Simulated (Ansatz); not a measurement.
**Nb: isotropic strain −3.13 %**

Base system: Nb in the bcc (W type) structure (space group Im-3m, No. 229; a = 3.3027 Å).

One thing is altered: every lattice vector is shortened by 3.13 %; the atoms relax in the strained cell.

Level of theory: r2SCAN, PAW, 500 eV (Ansatz, a first-principles code; no spin-orbit coupling). Settings: 20×20×20 k-points, 0.05 eV Fermi–Dirac smearing.

The volume per atom drops by 1.64 Å³ (18.01 Å³ → 16.37 Å³) and the space group is still Im-3m (No. 229). The shortest interatomic distance drops by 0.0895 Å to 2.771 Å and the energy rises by 94 meV/atom. The pressure goes from zero to 19.8 GPa and the band gap remains zero.

Final structure:

```xyz
1
Lattice="-1.5997 1.5997 1.5997 1.5997 -1.5997 1.5997 1.5997 1.5997 -1.5997" Properties=species:S:1:pos:R:3 pbc="T T T"
Nb     0.0000     0.0000     0.0000
```

No phonon test of stability was made. All final runs are without spin polarisation.
